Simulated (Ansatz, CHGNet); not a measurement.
## CsCl-type PdIn: enthalpy of formation by level of theory

No measured value is used here.

```tsv
level (code)	value (eV/atom)
CHGNet 0.3.0	-0.462
LDA (Ansatz)	-0.541
PBE (Ansatz)	(withheld)
PBEsol (Ansatz)	(withheld)
PBE-D4 (Ansatz)	-0.538
r²SCAN (Ansatz)	-0.571
PBE0 (Ansatz)	-0.757
```

Question: What belongs in the gaps?

Answer: 
- PBE (Ansatz, an electronic-structure program), value (eV/atom): -0.486
- PBEsol (Ansatz), value (eV/atom): -0.530

Density-functional levels without +SOC have no spin–orbit coupling, which shifts binding energies of heavy elements. Each level is taken at its own relaxed cell. Ansatz's density-functional and Hartree–Fock values are scalar-relativistic unless marked +SOC, with PAW data made under PBE.

Machine-learned potentials (CHGNet 0.3.0) are trained on DFT data: a solid inside that data is no test of them.
